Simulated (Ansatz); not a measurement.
**CuGaSe2: energy against strain**

CuGaSe2 (chalcopyrite, I-42d, 21.475 Å³/atom and stress up to 0.01 GPa in the relaxed cell, c along z) under a strain ε along c (axis z), the other axes held. PBEsol in Ansatz, a plane-wave DFT program (PAW, default set), 420 eV, 8×8×8 Γ-centred mesh, Fermi-Dirac smearing 0.05 eV; ions are relaxed, or left where forces stay under 0.02 eV/Å, within the symmetry of each cell.

Here s stands for strain and y for E less E0.

```csv
strain (%),E less E0 (meV/atom)
-3.00,?
-1.50,1.46
-0.75,0.36
0.00,0.00
0.75,0.37
1.50,1.44
```

### Question
Using a parabola, estimate the missing y at s = -3.00 from the other rows, showing the fit.

### Answer
Least squares gives y = 0.002 - 0.0040·s + 0.6438·s². Residuals (row less fit): 0.003, -0.007, -0.002, 0.009, -0.005; standard error 0.009 (degrees of freedom: 2). Twice the quadratic coefficient over the volume, 2 × 0.6438 meV × 10⁴ × 0.1602 / 21.475 Å³, is the elastic constant C33 = 96.1 ± 0.6 GPa (± standard error of the fit, which holds the terms cut off). At the withheld row, y = 0.002 - 0.0040 × (-3.00) + 0.6438 × (-3.00)² = 5.808 meV/atom. The calculation gives 5.96 meV/atom, 0.152 meV/atom above the prediction (2.6 % of the range of y in the table). The row lies outside the fitted rows, so this is an extrapolation. From the scatter of the fitted rows alone, a prediction at this place has a standard error of 0.037 meV/atom, so the miss is 4.1 times that.

A polynomial of degree 3 through the 8 other runs of the series gives 5.96 there, so most of the miss is curvature that the fit leaves out. Rows are the converged runs of the series near zero and its far end; series whose fitted rows scatter by over a few per cent of the range, as at a crossing or softening among them, aren't shown in this form, nor equations of state whose B0' disagrees with the runs' pressures. Most that stay on the fit to the last digits aren't either.
